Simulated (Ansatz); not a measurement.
Consider BeS (space group P6_422, No. 181; a = 3.4236 Å, c = 7.7457 Å; a hypothetical phase, not in the database extracts checked). Axes: x lies along a and z along c of the hexagonal cell.

Modification: uniaxial stress, 5 GPa tension along z; all other stress components relax to zero.

Levels (all Ansatz, a quantum-chemistry and plane-wave program, PAW): PBEsol (420 eV, no spin-orbit coupling); r2SCAN (500 eV, spin-orbit coupling left out); HSE06 (420 eV, without spin-orbit coupling).

At the geometry relaxed with PBEsol, these levels gave the following band gaps, in shuffled order: (a) 3.21 eV, (b) 2.58 eV, (c) 3.62 eV.

Match each gap to its level.

(a) r2SCAN; (b) PBEsol; (c) HSE06.

Single points use the geometry relaxed with PBEsol. The hybrid gap comes from the SCF mesh plus the semilocal run's edge points and a few special points and is an upper bound. Load acts through the strain it causes; cell and atoms are relaxed under it. Beyond what the load breaks, stability against distortions was not tested. The base started in P3_121 and relaxed to P6_422 at this level.
